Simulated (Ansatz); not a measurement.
Band structure of BaTlO₃ (Pm-3m, 5 atoms in the cell).

```
CELL_PARAMETERS angstrom
      4.35024     0.00000     0.00000
      0.00000     4.35024     0.00000
      0.00000     0.00000     4.35024
ATOMIC_POSITIONS crystal
  Ba 0.00000 0.00000 0.00000
  Tl 0.50000 0.50000 0.50000
  O  0.50000 0.50000 0.00000
  O  0.00000 0.50000 0.50000
  O  0.50000 0.00000 0.50000
```

Method of the run: PBEsol, PAW files made with PBE (plane waves; Ansatz, a first-principles code).

Settings: kpoints.mp_grid.grid = 8 8 8; hamiltonian.xc = pbesol; hamiltonian.pseudopotentials = {kind: paw} (the program's default PAW files); scf.occupations.method = gaussian; scf.occupations.width = 0.272 eV; kpoints.band_path.npoints = 8.

The starting cell comes from a database of computed structures (which also holds hypothetical and non-ambient phases and stackings), without a prior relaxation at this level. Spin-orbit coupling is off.

Levels in eV from the Fermi level, bands 18 to 25:
```
point     18     19     20     21    22    23    24    25
-----  -----  -----  -----  -----  ----  ----  ----  ----
Γ      -0.89  -0.57  -0.57  -0.57  0.29  4.73  4.73  6.46
X      -0.98  -0.98  -0.66  -0.66  4.39  6.17  6.23  7.21
M      -1.06  -1.06  -0.12   0.80  5.77  7.00  7.34  8.11
R      -0.08  -0.08   0.80   0.80  5.16  5.16  5.16  7.56
```

Bands cross the Fermi level along this path, so the cell is metallic at this level.

Keys are those of Ansatz 0.2.
